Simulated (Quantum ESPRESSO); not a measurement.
# Short convergence ladders for a (001) slab of WS2 (cut from a parent of space group no. 187; 3 atoms in the cell)

```yaml
crystal:
  lattice:
    - [3.16760, 0.00000, 0.00000]
    - [-1.58380, 2.74322, 0.00000]
    - [0.00000, 0.00000, 17.10331]
  atoms:
    - { symbol: W, position: [0.00000, 0.00000, 0.50000] }
    - { symbol: S, position: [0.33333, 0.66667, 0.40928] }
    - { symbol: S, position: [0.33333, 0.66667, 0.59072] }
```

Base method: PBEsol, PseudoDojo standard norm-conserving (PBESOL) pseudopotentials (plane waves; Quantum ESPRESSO).

Base settings: ecutwfc = 75 Ry; occupations = smearing; smearing = fermi-dirac; degauss = 0.0036749 Ry; potentials = {W: W.upf, S: S.upf}; K_POINTS = automatic 4 4 1 0 0 0; conv_thr = 1e-10 Ry; mixing_beta = 0.4.

The count of work is k-points × plane waves × bands × iterations; it is no time. Core times come from one kind of shared machine, to one figure; runs under 30 s give none.

**The vacuum**

The mesh stays at the base's, so the ladder's end is converged at best in this setting alone.

Only quantities that move along the ladder and can be compared are tabulated.

| vacuum between outermost atoms (Å) | free energy less the last step's (meV/atom) | largest difference of a force vector from the last step's (eV/Å) |
|---|---|---|
| 3.0 | 261.64 | 0.728 |
| 4.0 | 53.31 | 0.059 |
| 5.0 | 12.13 | 0.012 |
| 6.0 | 2.56 | 0.004 |
| 7.0 | 0.49 | 0.002 |
| 8.0 | 0.08 | 0.000 |
| 10.0 | 0.00 | 0.000 |
| 12.0 | 0.01 | 0.000 |
| 14.0 | 0.01 | 0.000 |
| 17.0 | 0.01 | 0.000 |
| 20.0 | 0.01 | 0.000 |
| 25.0 | 0.01 | 0.000 |
| 30.0 | 0.00 | 0.000 |

Smallest vacuum between outermost atoms (Å) that holds the forces within 0.005 eV/Å of the last step, with all finer ones: 6.0; the step before is off by 0.012 eV/Å.

Smallest vacuum between outermost atoms (Å) that holds the free energy within 1 meV/atom of the last step, with all finer ones: 7.0; the step before is off by 2.6 meV/atom.

**The k-point mesh**

Only quantities that move along the ladder and can be compared are tabulated.

| K_POINTS | free energy less the last step's (meV/atom) | largest difference of a force vector from the last step's (eV/Å) | count of work / last | core time / last (rough) |
|---|---|---|---|---|
| automatic 2 2 1 0 0 0 | 328.77 | 0.463 | 0.036 | – |
| automatic 3 3 1 0 0 0 | 5.67 | 0.196 | 0.066 | – |
| automatic 4 4 1 0 0 0 | -19.43 | 0.060 | 0.077 | – |
| automatic 5 5 1 0 0 0 | 0.20 | 0.004 | 0.088 | – |
| automatic 6 6 1 0 0 0 | 1.00 | 0.005 | 0.14 | – |
| automatic 8 8 1 0 0 0 | 0.06 | 0.000 | 0.21 | 0.3 |
| automatic 9 9 1 0 0 0 | 0.07 | 0.001 | 0.23 | 0.2 |
| automatic 10 10 1 0 0 0 | -0.03 | 0.000 | 0.27 | 0.3 |
| automatic 12 12 1 0 0 0 | 0.01 | 0.001 | 0.34 | 0.4 |
| automatic 14 14 1 0 0 0 | 0.00 | 0.000 | 0.43 | 0.4 |
| automatic 16 16 1 0 0 0 | 0.00 | 0.000 | 0.58 | 0.6 |
| automatic 19 19 1 0 0 0 | 0.00 | 0.000 | 0.83 | 0.8 |
| automatic 22 22 1 0 0 0 | 0.00 | 0.000 | 1.0 | 1 |

Coarsest K_POINTS that holds the forces within 0.02 eV/Å of the last step, with all finer ones: automatic 5 5 1 0 0 0, at 0.088 of the last step's count of work; the step before is off by 0.060 eV/Å.

Coarsest K_POINTS that holds the free energy within 2 meV/atom of the last step, with all finer ones: automatic 5 5 1 0 0 0, at 0.088 of the last step's count of work; the step before is off by 19 meV/atom.

**The plane-wave cutoff**

The mesh stays at the base's, so the ladder's end is converged at best in this setting alone.

Only quantities that move along the ladder and can be compared are tabulated.

| ecutwfc | free energy less the last step's (meV/atom) | largest difference of a force vector from the last step's (eV/Å) | count of work / last |
|---|---|---|---|
| 38 Ry | 267.02 | 0.024 | 0.13 |
| 45 Ry | 73.88 | 0.012 | 0.16 |
| 52 Ry | 16.15 | 0.009 | 0.20 |
| 64 Ry | 2.96 | 0.008 | 0.28 |
| 75 Ry | 1.92 | 0.005 | 0.38 |
| 90 Ry | 1.29 | 0.004 | 0.50 |
| 112 Ry | 0.76 | 0.002 | 0.75 |
| 150 Ry | 0.00 | 0.000 | 1.0 |

State of the free energy at the end of the ladder: still drifting one way, by 1.3 meV/atom over the last two steps, so the last step is no safe reference.

On the base run: the starting cell comes from a database of computed structures (which also holds hypothetical and non-ambient phases and stackings), without a prior relaxation at this level. The slab is cut from that crystal, and its faces are unrelaxed. Its lattice was rescaled by up to half a per cent. Spin polarisation is off.

Left out of this page: 1 run of the series outside the window shown, repeating another row's setting, or not comparable.
